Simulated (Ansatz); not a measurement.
SiO2 (Ima2, No. 46, 12 atoms in the cell; start mp-555251; a measured phase of this formula has another space group), treated with r²SCAN (PAW; Ansatz, a program for electronic structure).

The input as run:

Ansatz 0.2 input:
```yaml
crystal:
  lattice:
    - [-4.9185110015, 4.2731604826, 2.5517075432]
    - [4.9185110015, -4.2731604826, 2.5517075432]
    - [4.9185110015, 4.2731604826, -2.5517075432]
  atoms:
    - { symbol: Si, position: [0.1497674934, 0.5916250068, 0.7421731349] }
    - { symbol: Si, position: [0.8494518719, 0.4075943584, 0.2578268651] }
    - { symbol: Si, position: [0.1497674934, 0.9075943584, 0.0581424865] }
    - { symbol: Si, position: [0.8494518719, 0.0916250068, 0.9418575135] }
    - { symbol: O, position: [0.0770574452, 0.3491591826, 0.845463398] }
    - { symbol: O, position: [0.5036957845, 0.2315940471, 0.154536602] }
    - { symbol: O, position: [0.0770574452, 0.7315940471, 0.2278982626] }
    - { symbol: O, position: [0.5036957845, 0.8491591826, 0.7721017374] }
    - { symbol: O, position: [0.9380869138, 0.9380869138, 0.0] }
    - { symbol: O, position: [0.9380869138, 0.4380869138, 0.5] }
    - { symbol: O, position: [0.875974231, 0.2265004913, 0.1494737397] }
    - { symbol: O, position: [0.0770267515, 0.7265004913, 0.8505262603] }
basis:
  ecutwfc: 560
  ecutrho_ratio: 4
  xc_grid: 3
kpoints:
  mp_grid: { grid: [8, 8, 8] }
  band_path:
    path:
      - [0.0, 0.0, 0.0]
      - [-0.083333, 0.083333, 0.083333]
      - [-0.166667, 0.166667, 0.166667]
      - [-0.25, 0.25, 0.25]
      - [-0.333333, 0.333333, 0.333333]
      - [-0.416667, 0.416667, 0.416667]
      - [-0.5, 0.5, 0.5]
      - [-0.5613, 0.5613, 0.4387]
      - [-0.4387, 0.4387, -0.4387]
      - [-0.365583, 0.365583, -0.365583]
      - [-0.292466, 0.292466, -0.292466]
      - [-0.21935, 0.21935, -0.21935]
      - [-0.146233, 0.146233, -0.146233]
      - [-0.073117, 0.073117, -0.073117]
      - [-0.045327, -0.045327, 0.045327]
      - [-0.090654, -0.090654, 0.090654]
      - [-0.13598, -0.13598, 0.13598]
      - [-0.181307, -0.181307, 0.181307]
      - [-0.226634, -0.226634, 0.226634]
      - [-0.271961, -0.271961, 0.271961]
      - [-0.317288, -0.317288, 0.317288]
      - [-0.682712, 0.317288, 0.682712]
      - [-0.621808, 0.378192, 0.621808]
      - [-0.560904, 0.439096, 0.560904]
      - [-0.083333, 0.0, 0.083333]
      - [-0.166667, 0.0, 0.166667]
      - [-0.25, 0.0, 0.25]
      - [-0.333333, 0.0, 0.333333]
      - [-0.416667, 0.0, 0.416667]
      - [-0.5, 0.0, 0.5]
      - [-0.583333, 0.083333, 0.416667]
      - [-0.666667, 0.166667, 0.333333]
      - [-0.75, 0.25, 0.25]
      - [-0.625, 0.125, 0.125]
      - [-0.5, 0.0, 0.0]
      - [-0.416667, 0.0, 0.0]
      - [-0.333333, 0.0, 0.0]
      - [-0.25, 0.0, 0.0]
      - [-0.166667, 0.0, 0.0]
      - [-0.083333, 0.0, 0.0]
      - [-0.125, 0.125, 0.0]
      - [-0.25, 0.25, 0.0]
      - [-0.375, 0.375, 0.0]
      - [-0.5, 0.5, 0.0]
      - [-0.55, 0.45, 0.05]
      - [-0.6, 0.4, 0.1]
      - [-0.65, 0.35, 0.15]
      - [-0.7, 0.3, 0.2]
    npoints: 1
hamiltonian:
  xc: r2scan
  dispersion: none
  pseudopotentials: { kind: paw }
scf:
  occupations: { method: fermi_dirac, width: 0.01 }
  convergence: { dr2_threshold: 0.0000000012 }
output:
  forces: true
  stress: true
  eigenvalues: true
  write_bands: true
```

Output (set-up and result lines):

```
Crystal: 12 atoms, lattice volume = 214.523 Å³
Basis set: ecut = 560 eV, 6483 PW (Γ), exchange–correlation on 180×180×180 points (27 copies of the dense FFT grid, shifted against one another)
Bands: 44, of which v1, the nominal top of the filled ones, is band 32 counted from 1 (31 counted from 0)
Symmetry: 4 space group operations
Space group: Ima2 (ITA 46), of the structure as read, at distance tolerance 6.0e-5 Å
k-points: 95 of 512 (time reversal used)
Functional: x = r2scan, c = r2scan; τ floored in thin density (d = 2e-4 eV/Å³)
SCF iter   1: F=—  HF=-7119.863587 eV  |F-HF|=—  |Δ(HF+E_count)|=         —  Δρ=6.39e-3  dr2=8.48e-2  dr2_τ=1.06e0
SCF iter   2: F=—  HF=-7120.200375 eV  |F-HF|=—  |Δ(HF+E_count)|=   3.37e-1  Δρ=4.03e-3  dr2=2.07e-2  dr2_τ=1.92e-3
  ...
SCF iter   8: F=—  HF=-7120.199655 eV  |F-HF|=—  |Δ(HF+E_count)|=   1.45e-8  Δρ=2.14e-6  dr2=7.47e-9  dr2_τ=8.60e-10
SCF iter   9: F=-7120.199655 eV  HF=-7120.199655 eV  |F-HF|=3.55e-11  |Δ(HF+E_count)|=   1.21e-9  Δρ=4.14e-7  dr2=3.08e-10  dr2_τ=1.85e-11
SCF 1 converged in 9 iterations: F = -7120.199655 eV  dr2 = 3.08e-10
SCF converged after 9 iterations
Free energy (F): -7120.199655 eV
Internal energy: -7120.199655 eV  (E = F + TS)
E sigma→0 (E₀):  -7120.199655 eV
Fermi energy:    2.315473 eV
--- Forces (eV/Å), atoms counted from 1 ---
  atom   1  Si    -0.00001498     0.00009867     0.00014763
  atom   2  Si     0.00001498    -0.00009867     0.00014763
  atom   3  Si     0.00001498     0.00009867     0.00014763
  atom   4  Si    -0.00001498    -0.00009867     0.00014763
  atom   5  O      0.00011681     0.00023064    -0.00016559
  atom   6  O     -0.00011681    -0.00023064    -0.00016559
  atom   7  O     -0.00011681     0.00023064    -0.00016559
  atom   8  O      0.00011681    -0.00023064    -0.00016559
  atom   9  O     -0.00000000    -0.00000000    -0.00006137
  atom  10  O      0.00000000     0.00000000    -0.00006137
  atom  11  O      0.00000000     0.00000064     0.00009971
  atom  12  O      0.00000000    -0.00000064     0.00009971
--- Stress (GPa, compression-positive) ---
       -0.001345       0.000000       0.000000
        0.000000      -0.000033       0.000000
        0.000000       0.000000      -0.000585
  P = ⅓ Tr σ = -0.0007 GPa (-0.007 kbar)
```

The PAW data were made under PBE.

A start named mp-… is a Materials Project structure, which need not be a measured phase.
